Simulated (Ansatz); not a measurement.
The reference is Mo in the bcc (W type) structure (space group Im-3m, No. 229).

```xyz
1
Lattice="-1.5648 1.5648 1.5648 1.5648 -1.5648 1.5648 1.5648 1.5648 -1.5648" Properties=species:S:1:pos:R:3 pbc="T T T"
Mo     0.0000     0.0000     0.0000
```

Cartesian axes are those of the cell as printed.

Level of theory: PBEsol in Ansatz (plane waves to 420 eV, PAW, without spin-orbit coupling), earlier PAW set.

Free-standing slabs (1 atom(s) a layer) normal to [110] with 15 Å of vacuum; in-plane cell held at bulk.

One change was made to it. Results:

The excess energy per area of both faces (slab less bulk energy over the cell's area: twice a surface energy) is 6.3 J/m² (uncertain by up to 0.09 J/m²); the shortest interatomic distance falls by 0.074 Å to 2.636 Å.

**Question.** Name the change that was made.
(A) 5 layers
(B) 6 layers
(C) 4 layers
(D) 2 layers

**Answer.** C, 4 layers. For comparison, the shortest interatomic distance in the other runs: 5 layers gives 2.624 Å; 6 layers gives 2.625 Å; 2 layers gives 2.537 Å.

The excess energy carries the mismatch between the slab's and the bulk's meshes. Whether these cells are dynamically stable was not tested. The final runs are not spin-polarised.

Ansatz is a quantum-chemistry and plane-wave program.
